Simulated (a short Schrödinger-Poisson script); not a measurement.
Structure: MOS inversion layer, SiO2 on p-type Si(100), at 400 K.

From the gate side: 3.2 nm SiO2; 670 nm Si, acceptors 4.1e17 cm⁻³.

Constants are typed, rounded textbook-type inputs, not results; the design itself was drawn at random and stands for no fabricated device. SiO2: permittivity 3.9, conduction-band edge (eV) 3.15, gap (eV) 9, electron mass (mₑ) 0.5. Si: permittivity 11.7, conduction-band edge (eV) 0, gap (eV) 1.124, Nv at 300 K (cm⁻³) 3.1e19.

Channel valleys (confinement mass, in-plane density-of-states mass, number): Δ2 0.916, 0.19, 2; Δ4 0.19, 0.417, 4. At the gate the conduction-band edge of layer 1 lies 3.7 eV − eVg above the Fermi level of the channel; the field vanishes at the back. Gaps are held at their typed values at every temperature. Mesh 0.03 nm at interfaces.

From a short Schrödinger-Poisson script (our own, NumPy): 1D Poisson equation in equilibrium, electrons quantum, Hartree (BenDaniel-Duke, 12 states a valley, the channel's in-plane mass for all, wave functions free to enter the dielectric), parabolic valleys, classical holes, full ionisation, no traps, pinning or gate leakage.

```csv
Vg (V),electrons (cm⁻²),C (μF/cm²),Δ2 E0 (meV from the Fermi level),Δ4 E0 (meV from the Fermi level)
0.6,1.90e9,0.189,308.4,350.9
0.75,4.97e10,0.297,193.8,238.8
0.9,4.05e11,0.642,119.2,167.1
1.05,1.05e12,0.794,83.4,134.8
1.2,1.81e12,0.856,62.0,116.7
1.35,2.62e12,0.889,46.7,104.6
1.5,3.46e12,0.910,34.6,95.5
1.65,4.32e12,0.925,24.5,88.2
1.8,5.19e12,0.936,15.8,82.2
1.95,6.06e12,0.945,8.0,77.0
2.1,6.95e12,0.952,1.0,72.4
2.25,7.84e12,0.957,-5.5,68.3
2.4,8.74e12,0.962,-11.5,64.6
2.55,9.64e12,0.967,-17.1,61.2
2.7,1.06e13,0.970,-22.4,57.9
2.85,1.15e13,0.973,-27.5,54.9
3,1.24e13,0.977,-32.4,52.1
3.15,1.33e13,0.979,-37.0,49.4
```

Gate voltages with under 1e9 electrons/cm² are left out.

### Question
At Vg = 3.15 V the lowest Δ2 subband lies at -37.0 meV from the Fermi level. How many electrons does it hold, and what share of all?

### Answer
The two-dimensional density of states is g m/(πħ²) = 1.59e11 cm⁻² meV⁻¹ (both spins), kT = 34.5 meV, so n = D kT ln(1 + exp(−E/kT)) = 7.48e12 cm⁻², 0.56 of the 1.33e13 cm⁻² in all.

### Question
Compare the slope of the sheet density between 2.85 and 3.15 V with the geometric capacitance of the layers between gate and channel.

### Answer
q Δn/ΔV = 0.961 μF/cm²; ε0/Σ(t/ε) = 1.08 μF/cm². The ratio is 0.89: the channel acts as a further capacitance in series.
